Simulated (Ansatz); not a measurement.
# L1₀ (CuAu-type) PtMn

Method: LDA (Ansatz, a quantum-chemistry and plane-wave program, PAW).

Run with plane-wave cutoff 520 eV, 18×18×16 k mesh (along the axes of the cell as run), Fermi–Dirac smearing 0.05 eV, spin-polarised start, scalar-relativistic PAW data made under PBE.

Cell (relaxed at this level):

MnPt is modelled in the tetragonal space group P4/mmm (No. 123), Pearson symbol tP2. Cell: a = b = 2.7574 Å, c = 3.5713 Å, α = β = γ = 90.00°. Mn on 1a is coordinated by 8 Pt at 2.644 Å and 4 Mn at 2.757 Å (cuboctahedral). Pt on 1d has 8 Mn at 2.644 Å and 4 Pt at 2.757 Å (cuboctahedral). (Neighbours: up to the widest gap in distance over summed covalent radii, below 1.35, at either atom.)

```yaml
band_gap: none
```

Note: the magnetic order was assumed, not searched for or taken from measurement; the volume lies 7 % below that of the published cell.

Spin–orbit coupling is not included.

The computed numbers hold no vibrational or temperature effects.
